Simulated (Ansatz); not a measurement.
Start from TlBr in the CsCl type structure (space group Pm-3m, No. 221; a = 3.840 Å). Axes: x, y, z lie along the cube axes.

All numbers come from LDA (Ansatz, an electronic-structure program, PAW, no SOC).

The change: biaxial strain +1.25 %, plane normal [111], relaxed out of plane (Cartesian); in-plane vectors clamped, the third vector and the atoms free.

Question: What does the calculation give for the ratio −ε⊥/ε∥ after the change?

Answer: The ratio −ε⊥/ε∥ comes out as 0.87.

No phonon test of stability was made.
